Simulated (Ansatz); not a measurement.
The starting structures come from a database of crystals and need not be the phases stable at ambient conditions.

Input:

```yaml
crystal:
  lattice:
    - [4.61362, 0.00000, 0.00000]
    - [0.00000, 6.49047, 0.00000]
    - [0.00000, 0.00000, 4.61362]
  atoms:
    - { symbol: Mg, position: [0.50000, 0.50000, 0.50000] }
    - { symbol: Cd, position: [0.00000, 0.00000, 0.00000] }
    - { symbol: Te, position: [0.50000, 0.74455, 0.00000] }
    - { symbol: Te, position: [0.00000, 0.25545, 0.50000] }
```

Space group of this cell: P-4m2. The cell is taken as given; by PBEsol its mean pressure is -0.9 GPa.

The current runs along the normal of the first two printed vectors, the (100) plane. All runs by Ansatz (a first-principles code), plane waves and PAW, without spin-orbit coupling; the base is PBEsol.

```tsv
run	mean pressure (GPa)	gap (eV)	mid-gap κ (1/Å)
base	-0.9	1.35	0.096
all lengths scaled by 0.98	1.6	___	___
all lengths scaled by 1.02	-2.7	1.15	0.086
lda in place of pbesol	-2.2	1.22	___
lengths across the current scaled by 0.98, ions clamped	0.7	___	___
lengths across the current scaled by 1.02, ions clamped	-2.1	1.18	0.089
lengths along the current scaled by 0.97, ions clamped	0.3	1.38	0.099
lengths along the current scaled by 1.03, ions clamped	-1.8	1.22	0.092
```

**Question.** Some entries are withheld; supply them.

**Answer.** 
- all lengths scaled by 0.98, gap (eV): 1.55
- all lengths scaled by 0.98, mid-gap κ (1/Å): 0.106
- lda in place of pbesol, mid-gap κ (1/Å): 0.088
- lengths across the current scaled by 0.98, ions clamped, gap (eV): 1.45
- lengths across the current scaled by 0.98, ions clamped, mid-gap κ (1/Å): 0.103
